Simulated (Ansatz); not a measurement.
Defect: interstitial Li in wurtzite ZnO, charge state +1. These are HSE06, atoms relaxed with HSE06 at the PBE lattice, PAW (plane waves to 420 eV; Ansatz, an electronic-structure program) values and carry that method's errors.

Cell of 72 host sites held at the relaxed PBE lattice; a 2×2×2 k-point mesh shifted by half a step along c; Fermi-Dirac width 0.01 eV, spin-restricted; finite-size errors left in. Energies are static. The charge state is imposed; whether it is stable for some Fermi level was not computed. Sites that were not tried may lie lower.

The step: several atoms move together, Li the farthest. Atoms about the jump, Cartesian Å from the middle of the jump, before and after:

| atom | x0 | y0 | z0 | x1 | y1 | z1 |
|---|---|---|---|---|---|---|
| Li1 | 0.00 | 0.95 | 0.12 | 0.00 | -0.95 | -0.12 |
| O2 | 0.00 | -0.92 | -1.83 | 0.00 | -0.95 | -1.86 |
| O3 | -1.56 | 0.04 | 0.76 | -1.52 | -0.07 | 0.77 |
| O4 | 1.56 | 0.04 | 0.76 | 1.52 | -0.07 | 0.77 |
| Zn5 | 0.00 | -1.06 | 1.53 | 0.00 | -0.95 | 1.91 |
| Zn6 | 1.73 | -0.05 | -1.32 | 1.74 | 0.06 | -1.35 |
| Zn7 | -1.73 | -0.05 | -1.32 | -1.74 | 0.06 | -1.35 |
| O8 | 0.00 | -2.86 | 0.79 | 0.00 | -2.70 | 0.77 |
| Zn9 | 0.00 | -2.84 | -1.22 | 0.00 | -2.96 | -1.35 |
| Zn10 | 1.74 | 1.95 | 1.53 | 1.63 | 1.87 | 1.41 |
| Zn11 | -1.74 | 1.95 | 1.53 | -1.63 | 1.87 | 1.41 |
| O12 | 1.62 | 1.88 | -1.83 | 1.64 | 1.92 | -1.86 |
| O13 | -1.62 | 1.88 | -1.83 | -1.64 | 1.92 | -1.86 |
| O14 | 0.00 | 2.75 | 0.76 | 0.00 | 2.84 | 0.79 |
| Zn15 | -3.26 | -0.94 | 1.41 | -3.25 | -0.94 | 1.41 |
| Zn16 | 3.26 | -0.94 | 1.41 | 3.25 | -0.94 | 1.41 |
| Zn17 | 0.00 | 2.94 | -1.32 | 0.00 | 2.86 | -1.21 |
| O18 | -3.32 | -0.97 | -1.89 | -3.31 | -0.96 | -1.86 |
| Zn19 | 0.00 | -0.95 | -3.86 | 0.00 | -0.95 | -3.90 |
| O20 | 3.32 | -0.97 | -1.89 | 3.31 | -0.96 | -1.86 |
| O21 | 0.00 | -0.96 | 3.48 | 0.00 | -0.95 | 3.76 |
| Zn22 | -1.64 | -3.79 | 1.44 | -1.62 | -3.77 | 1.41 |
| Zn23 | 1.64 | -3.79 | 1.44 | 1.62 | -3.77 | 1.41 |
| O24 | -1.64 | -3.79 | -1.85 | -1.67 | -3.80 | -1.86 |
| O25 | 1.64 | -3.79 | -1.85 | 1.67 | -3.80 | -1.86 |

Q: Where do these atoms stand at the saddle point, and how high is it?

A: 
| atom | x | y | z |
|---|---|---|---|
| Li1 | 0.00 | -0.61 | -0.12 |
| O2 | 0.00 | -0.90 | -1.85 |
| O3 | -1.54 | -0.06 | 0.77 |
| O4 | 1.54 | -0.06 | 0.77 |
| Zn5 | 0.00 | -1.09 | 1.88 |
| Zn6 | 1.80 | 0.07 | -1.38 |
| Zn7 | -1.80 | 0.07 | -1.38 |
| O8 | 0.00 | -2.74 | 0.79 |
| Zn9 | 0.00 | -2.87 | -1.27 |
| Zn10 | 1.63 | 1.86 | 1.42 |
| Zn11 | -1.63 | 1.86 | 1.42 |
| O12 | 1.65 | 1.93 | -1.87 |
| O13 | -1.65 | 1.93 | -1.87 |
| O14 | 0.00 | 2.82 | 0.79 |
| Zn15 | -3.26 | -0.95 | 1.41 |
| Zn16 | 3.26 | -0.95 | 1.41 |
| Zn17 | 0.00 | 2.85 | -1.21 |
| O18 | -3.33 | -0.98 | -1.88 |
| Zn19 | 0.00 | -0.93 | -3.89 |
| O20 | 3.33 | -0.98 | -1.88 |
| O21 | 0.00 | -0.95 | 3.74 |
| Zn22 | -1.64 | -3.79 | 1.42 |
| Zn23 | 1.64 | -3.79 | 1.42 |
| O24 | -1.64 | -3.78 | -1.85 |
| O25 | 1.64 | -3.78 | -1.85 |
It lies 0.68 eV above the start and 0.025 eV above the end. The saddle point's order was not checked, and it lies on a symmetry element of the cell, where a band can be held.
